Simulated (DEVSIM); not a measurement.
Structure: Cr/SiO2/p-Ge capacitor, at 250 K.

```
layer (left to right)  material  thickness (nm)  Na (cm⁻³)
---------------------  --------  --------------  ---------
1                          SiO2            2.50          -
2                            Ge            1100     2.9e17
```

Metal gate on the left, work function 4.5 eV. Fixed charge at the semiconductor interface 2.9e11 cm⁻² (in units of +e); interface traps 1.2e12 cm⁻² eV⁻¹, uniform in energy, neutral level at 0.7 of the gap above the valence band.

This is a model device: material constants are rounded textbook-type values typed into the input, and sizes, dopings and lifetimes were drawn at random. Values at 300 K; Nc and Nv go as T^1.5, mobilities as T to minus their exponent, the gap by Varshni's rule with the affinity fixed.

| parameter | SiO2 | Ge |
|---|---|---|
| gap (eV) | 9 | 0.664 |
| affinity (eV) | 0.9 | 4 |
| permittivity | 3.9 | 16 |
| Nc (cm⁻³) | - | 1.04e19 |
| Nv (cm⁻³) | - | 6e18 |
| Varshni α (eV/K) | - | 0.000477 |
| Varshni β (K) | - | 235 |

Model (solved in DEVSIM): 1D Poisson equation in equilibrium, Boltzmann statistics, complete ionisation; no quantum confinement or tunnelling. Metal contacts follow the ideal Schottky-Mott rule: no Fermi-level pinning, no interface dipoles.

Base results: flat-band voltage (V) -0.21; minimum of the low-frequency capacitance (μF/cm²) 0.350; threshold voltage (band bending 2φF) (V) 0.61.

What follows from this one change: temperature 250 → 400 K?

flat-band voltage -0.21 → -0.08 V; minimum of the low-frequency capacitance 0.350 → 0.416 μF/cm²; threshold voltage (band bending 2φF) 0.61 → 0.49 V.

What follows from this one change: fixed charge 2.9e+11 → 2.81e+12 cm^-2?

flat-band voltage -0.21 → -0.51 V; minimum of the low-frequency capacitance little changed (0.351 μF/cm²); threshold voltage (band bending 2φF) 0.61 → 0.32 V.
